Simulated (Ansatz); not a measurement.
Base system: GaSe in the beta-GaS type structure (space group P6_3/mmc, No. 194; a = 3.7049 Å, c = 15.5079 Å; layered, stacked along the Cartesian z axis).

Levels (all Ansatz, a first-principles code, PAW, earlier PAW set): PBEsol-D3(BJ) (420 eV, no spin-orbit coupling); PBEsol+SOC (420 eV, with spin-orbit coupling).

The geometry is relaxed with PBEsol-D3(BJ).

| Property | Result |
|---|---|
| PBEsol-D3(BJ) valence-band top at Γ | 0.00, -1.24, -1.24 eV |
| PBEsol-D3(BJ) lowest conduction level above the VBM at special points | M 0.82 eV; Γ 0.93 eV; K 1.02 eV; L 1.19 eV |
| PBEsol-D3(BJ) hole mass | 0.075 mₑ along c, 1.5 mₑ across (at Γ) |
| PBEsol-D3(BJ) smallest direct gap | 0.93 eV |

What does PBEsol+SOC give at this geometry for the valence-band top at Γ, lowest conduction level above the VBM at special points, hole mass and smallest direct gap?

The valence-band top at Γ (three highest Kramers pairs, from the VBM) becomes 0.00, -1.12, -1.26 eV (PBEsol-D3(BJ): 0.00, -1.24, -1.24 eV); the lowest conduction level above the VBM at special points goes from M 0.82 eV; Γ 0.93 eV; K 1.02 eV; L 1.19 eV to M 0.79 eV; Γ 0.91 eV; K 0.99 eV; L 1.16 eV; the hole mass changes from 0.075 mₑ along c, 1.5 mₑ across (at Γ) to 0.074 mₑ along c, 1.1 mₑ across (at Γ); the smallest direct gap shrinks by 0.02 eV (0.93 eV → 0.91 eV).

Single points use the geometry relaxed with PBEsol-D3(BJ). The spin-orbit shifts are approximate. Effective masses come from finite differences of ±0.01 Å⁻¹. Whether these cells are dynamically stable was not tested.
